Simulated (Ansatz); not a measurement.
The parent structure is CdSe in the zinc blende structure (space group F-43m, No. 216).

```
CELL_PARAMETERS angstrom
      0.00000     3.06666     3.06666
      3.06666     0.00000     3.06666
      3.06666     3.06666     0.00000
ATOMIC_POSITIONS crystal
  Se 0.75000 0.75000 0.75000
  Cd 0.00000 0.00000 0.00000
```

Calculations: r2SCAN/PAW in Ansatz (a first-principles code), no spin-orbit coupling, earlier PAW set.

Before the change:

```
Item                                    Result
-----------------------------  ---------------
Electron mass                  0.093 mₑ (at Γ)
Width of the top valence band          2.13 eV
```

Perturbation: S takes the place of Se on all its sites; the structure is relaxed again.

Tabulated Pauling electronegativity and covalent radius: Se 2.55, 1.20 Å; S 2.58, 1.05 Å.

### Question
Estimate the effect on the electron mass.

### Answer
The electron mass changes from 0.093 mₑ (at Γ) to 0.15 mₑ (at Γ).

### Question
Predict the new width of the top valence band.

### Answer
The width of the top valence band rises by 0.037 eV, from 2.13 eV to 2.16 eV.

The levels and masses belong to the bands next to the band gap. Masses are band curvatures over ±0.01 Å⁻¹ around the edge. Whether these cells are dynamically stable was not tested.
